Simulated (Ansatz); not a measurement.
# Habitual settings against a tight run: CoMoP2 (P6_3/mmc, 8 atoms in the cell)

Self-consistent single point.

```
CELL_PARAMETERS angstrom
      3.25790     0.00000     0.00000
     -1.62895     2.82143     0.00000
      0.00000     0.00000    10.98418
ATOMIC_POSITIONS crystal
  Co 0.00000 0.00000 0.00000
  Co 0.00000 0.00000 0.50000
  Mo 0.00000 0.00000 0.25000
  Mo 0.00000 0.00000 0.75000
  P  0.33333 0.66667 0.10881
  P  0.66667 0.33333 0.89119
  P  0.66667 0.33333 0.60881
  P  0.33333 0.66667 0.39119
```

Level of theory: PBEsol, PAW files made with PBE (plane waves; Ansatz, a program for electronic structure).

Base settings: basis.ecutwfc = 420 eV; kpoints.mp_grid.grid = 9 9 3; hamiltonian.xc = pbesol; hamiltonian.pseudopotentials = {kind: paw} (the program's default PAW files); scf.occupations.method = cold; scf.occupations.width = 0.272 eV.

Tight run (finer mesh or higher cutoff; not a proven limit): basis.ecutwfc: 420 eV → 590 eV; kpoints.mp_grid.grid: 9 9 3 → 13 13 5; scf.convergence.dr2_threshold: default (1e-07 eV) → 1e-09 eV. It gave Fermi level (on the code's own zero) 17.01 eV; pressure 3.79 GPa; largest force (vector length) 0.228 eV/Å.

Quick runs, as changes from the base:
- A: the base itself
- B: basis.ecutwfc: 420 eV → 335 eV; kpoints.mp_grid.grid: 9 9 3 → 6 6 6
- C: basis.ecutwfc: 420 eV → 295 eV; kpoints.mp_grid.grid: 9 9 3 → 4 4 4; scf.occupations.width: 0.272 eV → 0.5 eV; scf.convergence.dr2_threshold: default (1e-07 eV) → 0.001 eV
- D: basis.ecutwfc: 420 eV → 335 eV; kpoints.mp_grid.grid: 9 9 3 → 2 2 2; hamiltonian.xc: pbesol → lda [LDA (PW92)]
- E: basis.ecutwfc: 420 eV → 210 eV; kpoints.mp_grid.grid: 9 9 3 → 4 4 4; scf.occupations.method: cold → methfessel_paxton; scf.occupations.width: 0.272 eV → 0.136 eV; scf.convergence.dr2_threshold: default (1e-07 eV) → 0.0001 eV

Energies are extrapolated to zero smearing width, which holds to low order in the width alone.

Dashes: energy of D, another energy zero.

† marks runs with another functional, U, potentials or spin treatment: their distance from the tight run is not a convergence error alone.

The count of work is k-points × plane waves × bands × iterations; it is no time. 

Pressures in the table are Ansatz's without its Pulay estimate, at a fixed set of plane waves; the tight run's value above holds the estimate.

The starting cell comes from a database of computed structures (which also holds hypothetical and non-ambient phases and stackings), without a prior relaxation at this level. Its lattice was rescaled by a random factor within 2.5 % of one. Spin polarisation is off, so a magnetic state, if there is one, cannot be reached. In the base run, with a pressure of about 4 GPa the cell is away from its equilibrium volume at this level.

```
run  energy less tight (meV/atom)  pressure less tight (GPa)  largest miss in a force vector (eV/Å)  count of work / tight
---  ----------------------------  -------------------------  -------------------------------------  ---------------------
A                            -1.0                      -0.12                                  0.027                   0.19
B                             7.9                      -1.96                                  0.091                   0.17
C                            91.9                     -10.67                                  0.165                  0.035
D†                              –                      -3.59                                  1.139                  0.024
E                          2556.2                    -160.26                                  0.076                  0.026
```

Among the runs at the tight run's level, the energy misses run from 1.0 to 2556.2 meV/atom.

Left out of this page: 1 run of the series unsound by tests on forces, stress, charge or solver warnings.

Keys are those of Ansatz 0.2.
